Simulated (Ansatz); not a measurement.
Start from Ge in the diamond structure (space group Fd-3m, No. 227; a = 5.6744 Å). Axes: x, y, z lie along the cube axes.

Computed with r2SCAN/PAW in Ansatz (a program for electronic structure), scalar-relativistic without spin-orbit coupling.

Modification: tensor shear ε_xy = +1.43 % (engineering shear γ = 0.0286), atoms relaxed at fixed cell.

Q: Predict the stress tensor and what it implies for the stiffness.

A: Stress of the strained cell less that of the base (GPa, compression positive):
```
   0.06   -1.90    0.00
  -1.90    0.06    0.00
   0.00    0.00    0.00
```

Then −Δσ/γ with γ = 2ε = 0.0286 gives secant stiffness values (nonlinear terms included at this strain): C66 ≈ 66 GPa.

Stability against distortions was not tested.
